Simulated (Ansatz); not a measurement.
Input and output of a self-consistent single point for SrSO4 (R3m, 6 atoms in the cell) (Ansatz, an electronic-structure program).

Method: LDA (PW92), harder PAW files (source: ansatz) made with PBE (plane waves; Ansatz).

```xyz
6
Lattice="0.0000 3.6224 3.6224 3.6224 0.0000 3.6224 3.6224 3.6224 0.0000" Properties=species:S:1:pos:R:3 pbc="T T T"
Sr     3.6513     3.6513     3.6513
S      0.0000     0.0000     0.0000
O      6.3831     6.3831     6.3831
O      6.3831     4.4841     4.4841
O      4.4841     4.4841     6.3831
O      4.4841     6.3831     4.4841
```

Reference input (self-consistent single point, DFT, LDA (PW92), plane waves, default PAW files made with PBE): basis.ecutwfc = 420 eV; kpoints.mp_grid.grid = 6 6 6; hamiltonian.xc = lda; hamiltonian.pseudopotentials = {kind: paw} (the program's default PAW files); scf.occupations.method = fixed. This run's input differs from it in these lines:

Ansatz 0.2 input:
```diff
@@ -13,3 +13,3 @@
 basis:
-  ecutwfc: 420.0
+  ecutwfc: 1115.0
 kpoints:
@@ -21,2 +21,3 @@
     kind: paw
+    source: ansatz
 scf:
```

Log, with long lists cut:

```
SCF iter   1: F=—  HF=-6540.313950 eV  |F-HF|=—  |Δ(HF+E_count)|=         —  Δρ=7.94e-2  dr2=7.70e0  ethr=3.10e-3  ⟨swp⟩=5.0  Hψ=4029  notcnv=0  defer=45
all-band conjugate gradients solve this SCF's bands
preconditioner: auto → none
SCF iter   2: F=—  HF=-6537.946128 eV  |F-HF|=—  |Δ(HF+E_count)|=    2.37e0  Δρ=4.43e-2  dr2=1.39e0  ethr=3.10e-3  ⟨swp⟩=4.9  Hψ=2353  notcnv=0  defer=114
SCF iter   3: F=—  HF=-6537.558866 eV  |F-HF|=—  |Δ(HF+E_count)|=   3.87e-1  Δρ=1.78e-2  dr2=1.57e-1  ethr=3.10e-3  ⟨swp⟩=2.6  Hψ=1497  notcnv=0  defer=119
   [... lines left out ...]
SCF iter   6: F=—  HF=-6537.523459 eV  |F-HF|=—  |Δ(HF+E_count)|=   7.48e-5  Δρ=2.20e-4  dr2=2.46e-5  ethr=1.85e-6  ⟨swp⟩=2.4  Hψ=1310  notcnv=0  defer=128
SCF iter   7: F=—  HF=-6537.523677 eV  |F-HF|=—  |Δ(HF+E_count)|=   2.17e-4  Δρ=1.59e-4  dr2=1.83e-5  ethr=6.15e-8  ⟨swp⟩=2.3  Hψ=1433  notcnv=0  defer=128
SCF iter   8: F=—  HF=-6537.523673 eV  |F-HF|=—  |Δ(HF+E_count)|=   3.60e-6  Δρ=2.40e-5  dr2=5.70e-7  ethr=4.58e-8  ⟨swp⟩=2.0  Hψ=1320  notcnv=0  defer=128
SCF iter   9: F=-6537.523673 eV  HF=-6537.523673 eV  |F-HF|=4.02e-9  |Δ(HF+E_count)|=   1.37e-7  Δρ=3.93e-6  dr2=9.84e-9  ethr=2.50e-10  ⟨swp⟩=15.1  Hψ=5848  notcnv=0
SCF 1 converged in 9 iterations: F = -6537.523673 eV  dr2 = 9.84e-9
Free energy (F): -6537.523673 eV
Internal energy: -6537.523673 eV  (E = F + TS)
E sigma→0 (E₀):  -6537.523673 eV
Fermi energy:    3.995117 eV
--- Forces (eV/Å), atoms counted from 1 ---
  atom   1  Sr     0.02519993     0.02519993     0.02519993
  atom   2  S      0.05660517     0.05660517     0.05660517
  atom   3  O      0.29915207     0.29915207     0.29915207
  atom   4  O      0.28685716    -0.33390339    -0.33390339
  atom   5  O     -0.33390339    -0.33390339     0.28685716
  atom   6  O     -0.33390339     0.28685716    -0.33390339
--- Stress (GPa, compression-positive) ---
       -6.669153      -0.125554      -0.125554
       -0.125554      -6.669153      -0.125554
       -0.125554      -0.125554      -6.669153
  P = ⅓ Tr σ = -6.6692 GPa (-66.692 kbar)
  The stress holds the Pulay correction. Without it, at fixed plane waves, as pw.x and ABINIT print it: P = -6.6809 GPa
```

The run converged in 9 iterations. Against the reference run the pressure moves little (-6.64 to -6.67 GPa), the largest force hardly changes (0.548 to 0.553 eV/Å) and the gap on the mesh stays at 3.532 eV.

The starting cell comes from a database of computed structures (which also holds hypothetical and non-ambient phases and stackings), without a prior relaxation at this level. Its lattice was rescaled by up to half a per cent. One atom was moved a little off its site on purpose. Ansatz's pressure includes its estimate of the finite-basis (Pulay) stress.

Cost on one core of a shared machine: roughly 30 s.
